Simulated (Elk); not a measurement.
**How far to go with the k-point mesh at a smearing width of 0.05 eV: Pb (Fm-3m, 1 atom in the cell)**

```xyz
1
Lattice="0.0000 2.4676 2.4676 2.4676 0.0000 2.4676 2.4676 2.4676 0.0000" Properties=species:S:1:pos:R:3 pbc="T T T"
Pb     0.0000     0.0000     0.0000
```

Method: PBE, all-electron FP-LAPW, Elk's shipped species files, default APW+lo basis (Elk).

Base settings: xctype = 20; swidth = 0.00367493 Ha; ngridk = 8 8 8; maxscl = 100.

In this ladder: swidth = 0.00183747 Ha.

The second cell is the first with its lattice scaled by 0.98.

Only quantities that move along the ladder and can be compared are tabulated.

The starting cell has typed, rounded lattice constants, without a prior relaxation at this level. Its lattice was rescaled by up to half a per cent. Values depend on the basis (sphere radii, cutoffs, local orbitals), which need not be converged.

| ngridk | free energy less the last step's (meV/atom) | energy of the compressed cell less the first (meV/atom) |
|---|---|---|
| 4 4 4 | 149.02 | 60.52 |
| 5 5 5 | 20.68 | 61.54 |
| 6 6 6 | 100.70 | 57.52 |
| 7 7 7 | 0.01 | 55.03 |
| 9 9 9 | -19.15 | 53.69 |
| 10 10 10 | 1.39 | 47.90 |
| 13 13 13 | 3.93 | 48.37 |
| 15 15 15 | -0.15 | 50.11 |
| 18 18 18 | 2.74 | 49.65 |
| 22 22 22 | 0.35 | 51.35 |
| 27 27 27 | 0.00 | 50.28 |

Coarsest ngridk that holds the free energy within 1 meV/atom of the last step, with all finer ones: 22 22 22; the step before is off by 2.7 meV/atom.

Coarsest ngridk that holds the energy of the compressed cell less the first within 1 meV/atom: not settled: the last two steps still differ by 1.1 meV/atom, over half the tolerance, so the ladder does not show it.
